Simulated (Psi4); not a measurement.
Psi4 1.11, BP86/def2-svp: In(H)2(OSiMe3) (C[Si](C)(C)[O][InH2]), 17 atoms. The geometry is a generated start, not checked to be a minimum at this level.

```
Item                                                  Value
--------------------------  -------------------------------
task                                                 energy
method                                                 bp86
basis                                              def2-svp
memory                                                 3 GB
maxiter                                                 100
keys of the molecule block                      symmetry c1
scf_type                                       df (default)
guess                        auto, which took SAD (default)
scf_initial_accelerator                     adiis (default)
e_convergence                               1e-06 (default)
d_convergence                               1e-06 (default)
dft_radial_points                              75 (default)
dft_spherical_points                          302 (default)
effective core potentials   those of the basis set, past Kr
basis functions                                         155
grid points                                          361675
```

```xyz
17

In     0.6369    -0.6129     2.7076
H     -1.0114    -0.6529     3.1107
H      1.9565    -0.9247     3.7412
O      1.2250    -0.1030     0.9014
Si     0.2123     0.1081    -0.3489
C     -1.0153     1.5063     0.0976
C      1.2431     0.5156    -1.8934
C     -0.8038    -1.5010    -0.5578
H     -1.7268     1.7119    -0.6949
H     -0.4833     2.4288     0.3168
H     -1.5740     1.2244     0.9936
H      1.8246     1.4190    -1.7449
H      0.6035     0.6682    -2.7563
H      1.9335    -0.2872    -2.1258
H     -1.3752    -1.6873     0.3563
H     -0.1457    -2.3528    -0.7139
H     -1.4997    -1.4604    -1.3893
```

One run each on 2 threads. Values of diis_max_vecs tried: 3, 6, 10 (default), 20.

### Question
How does the count of SCF iterations change with diis_max_vecs, and where is it least?

### Answer
Fewest SCF iterations, within one of each other: 6 with 11, 10 (default) with 11, 20 with 11. The count rises to 22 at 3. All converge to one solution.

```tsv
diis_max_vecs	SCF iterations	end
3	22	same solution
6	11	same solution
10 (default)	11	same solution
20	11	same solution
```
